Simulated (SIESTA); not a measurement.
Band structure of HfGeTe (P4/nmm, 6 atoms in the cell).

```xyz
6
Lattice="3.7842 0.0000 0.0000 0.0000 3.7842 0.0000 0.0000 0.0000 10.2840" Properties=species:S:1:pos:R:3 pbc="T T T"
Hf     0.0000     1.8921     8.1407
Hf     1.8921     0.0000     2.1433
Ge     0.0000     0.0000     0.0000
Ge     1.8921     1.8921     0.0000
Te     1.8921     0.0000     6.7895
Te     0.0000     1.8921     3.4945
```

Method: GGA PBEsol, numerical atomic orbitals DZP, PseudoDojo PBEsol standard norm-conserving potentials (rewritten from UPF to PSML) in SIESTA.

Settings: XC.functional = GGA; XC.authors = PBEsol; potentials = PseudoDojo PBEsol standard; PAO.BasisSize = DZP; PAO.EnergyShift = 0.01 Ry; MeshCutoff = 300 Ry; kgrid.MonkhorstPack = 5 5 2; OccupationFunction = FD; ElectronicTemperature = 50 meV; MaxSCFIterations = 150; SCF.Mixer.Method = Broyden; SCF.Mixer.Weight = 0.2; SCF.Mixer.History = 8; SCF.DM.Tolerance = 1.0E-05.

The starting cell comes from a database of computed structures (which also holds hypothetical and non-ambient phases and stackings), without a prior relaxation at this level. Its lattice was rescaled by a random factor within 2.5 % of one. Spin-orbit coupling is off. Values carry the incompleteness of an atom-centred basis.

Levels in eV from the Fermi level, bands 39 to 44:
```tsv
point	39	40	41	42	43	44
Γ	-1.35	-1.35	-1.31	-1.31	0.42	1.43
X	-1.81	-1.81	-0.33	-0.33	-0.23	-0.23
M	-2.45	-2.45	-1.95	-1.95	1.24	1.24
Z	-1.57	-1.57	-1.07	-1.07	0.46	1.23
R	-1.07	-1.07	-0.44	-0.44	-0.20	-0.20
A	-2.27	-2.27	-1.95	-1.95	0.64	0.64
```

Bands cross the Fermi level along this path, so the cell is metallic at this level.

Higher empty bands are left out: an atom-centred basis made for the valence describes them poorly.
